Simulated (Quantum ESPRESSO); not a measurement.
Troubleshooting Quantum ESPRESSO: a failed run on B (R-3m, 12 atoms in the cell). The aim is a self-consistent single point with DFT, LDA (PZ), plane waves, GBRV 1.5 ultrasoft (LDA) pseudopotentials.

The input file:

```fortran
&CONTROL
  calculation = 'scf',
  prefix = 'B',
  outdir = './tmp',
  pseudo_dir = './',
  tprnfor = .true.,
  tstress = .true.,
/
&SYSTEM
  ibrav = 0,
  nat = 12,
  ntyp = 1,
  ecutwfc = 40,
  ecutrho = 200,
  occupations = 'smearing',
  smearing = 'fd',
  degauss = 0.0036749,
/
&ELECTRONS
  conv_thr = 1.0d-8,
/
ATOMIC_SPECIES
B     10.8100  b_lda_v1.4.uspp.F
CELL_PARAMETERS {bohr}
   4.53527842     2.61844422     7.73050675
  -4.53527842     2.61844422     7.73050675
   0.00000000    -5.23688844     7.73050675
ATOMIC_POSITIONS {crystal}
B     0.00997000    0.65429000    0.00997000
B     0.99003000    0.34571000    0.99003000
B     0.00997000    0.00997000    0.65429000
B     0.99003000    0.99003000    0.34571000
B     0.65429000    0.00997000    0.00997000
B     0.34571000    0.99003000    0.99003000
B     0.22056000    0.63164000    0.22056000
B     0.77944000    0.36836000    0.77944000
B     0.22056000    0.22056000    0.63164000
B     0.77944000    0.77944000    0.36836000
B     0.63164000    0.22056000    0.22056000
B     0.36836000    0.77944000    0.77944000
K_POINTS {automatic}
4 4 4  1 1 1
```

Output, abridged:

```
 %%%%%%%%%%%%%%%%%%%%%%%%%%%%%%%%%%%%%%%%%%%%%%%%%%%%%%%%%%%%%%%%%%%%%%%%%%%%%%
     Error in routine readpp (1):
     file ./b_lda_v1.4.uspp.F not found
 %%%%%%%%%%%%%%%%%%%%%%%%%%%%%%%%%%%%%%%%%%%%%%%%%%%%%%%%%%%%%%%%%%%%%%%%%%%%%%

     stopping ...
```

Q: From the messages shown, name the fault and mend the input.

A: The fault is a potential or basis that cannot be found. The input names a file or set that is not where the program looks, or that does not exist under that name. To fix it, correct the name or place the file. The program stopped before any SCF iteration.

An input that runs soundly differs in these lines (not the only fix; some lines may just follow from the change or write a value another way):
```diff
-B     10.8100  b_lda_v1.4.uspp.F
+B     10.8100  b_lda_v1.4.uspp.F.UPF
```

With that input, the run converged in 9 iterations: free energy E − TS -1042.0599 eV; top of the valence band (on the code's own zero) 9.49 eV; gap on the k-point mesh 1.55 eV; pressure 8.87 GPa; largest force (vector length) 0.483 eV/Å (DFT, LDA (PZ), plane waves, GBRV 1.5 ultrasoft (LDA) pseudopotentials).

On the sound input: the starting cell comes from a database of computed structures (which also holds hypothetical and non-ambient phases and stackings), without a prior relaxation at this level. Its lattice was rescaled by a random factor within 2.5 % of one. With a pressure of about 9 GPa the cell is away from its equilibrium volume at this level. The shifted mesh does not hold Γ, so a gap read on it misses any band edge there.
